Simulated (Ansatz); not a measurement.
The starting structures come from a database of crystals and need not be the phases stable at ambient conditions.

 Where the default PAW files enter, the runs use the earlier of Ansatz's two default sets.

Evanescent states of NaBH4 (P4_2/nmc, not sure to be the ambient phase, 12 atoms a cell, 8.6 Å³ an atom) along the normal of (001)

Computed with r2SCAN (plane waves, PAW; Ansatz, a first-principles code).

No gap correction and no spin-orbit coupling; mid-gap values are interpolated between computed energies.

Energies count from the valence-band top; κ is the least over a 8×8 mesh across the current.

| E (eV) | κ (1/Å) | where |
|---|---|---|
| 0.15 | 0.323 | Γ |
| 0.47 | 0.467 | Γ |
| 0.78 | 0.522 | Γ |
| 1.08 | 0.543 | off Γ |
| 1.40 | 0.551 | off Γ |
| 1.71 | 0.555 | off Γ |
| 2.02 | 0.556 | off Γ |
| 2.33 | 0.554 | off Γ |
| 2.63 | 0.549 | off Γ |
| 2.94 | 0.541 | off Γ |
| 3.25 | 0.531 | off Γ |
| 3.56 | 0.519 | off Γ |
| 3.88 | 0.503 | off Γ |
| 4.18 | 0.486 | off Γ |
| 4.50 | 0.465 | off Γ |
| 4.80 | 0.441 | off Γ |
| 5.12 | 0.413 | off Γ |
| 5.42 | 0.380 | off Γ |
| 5.74 | 0.343 | off Γ |
| 6.04 | 0.297 | off Γ |
| 6.36 | 0.239 | off Γ |
| 6.67 | 0.156 | off Γ |

Problem. How thick must the barrier be to attenuate the transmission by 10^8 when the electrodes' Fermi level lies at 0.47 eV, and what attenuation does that film give at 4.18 eV?

Solution. d = 8 ln 10 / (2 × 0.467) = 19.7 Å. At 4.18 eV it gives 8 × 0.486/0.467 = 8.3 decades.
